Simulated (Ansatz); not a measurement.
Results of PBEsol in Ansatz (plane waves, PAW) for In2S3 (R-3c, No. 167, 10 atoms in the cell; start mp-22375; a measured phase of this formula has another space group).

Run with plane-wave cutoff 500 eV, 8×8×8 k mesh, Fermi–Dirac smearing 0.05 eV, scalar-relativistic PAW data made under PBE.

Cell (relaxed at this level):

Space group R-3c, hexagonal axes (No. 167); a = b = 6.5731 Å, c = 17.6105 Å, α = β = 90.00°, γ = 120.00°

| atom | site | symmetry | x | y | z |
|---|---|---|---|---|---|
| In | 12c | 3. | 0.0000 | 0.0000 | 0.1448 |
| S | 18e | .2 | 0.2972 | 0.2972 | 0.2500 |
(The calculation used a cell of 10 atoms; values per cell refer to that cell.)

Problem. Give the computed band gap.

Solution. 
- band gap = 0.47 eV (on the SCF k mesh)

Note: the relaxation could not lower the start's symmetry, so the cell can be a saddle point above a distorted one.

Spin–orbit coupling is not included.

Computed values are for the static lattice.

A start named mp-… is a Materials Project structure, which need not be a measured phase.

Ansatz is a program for electronic structure.
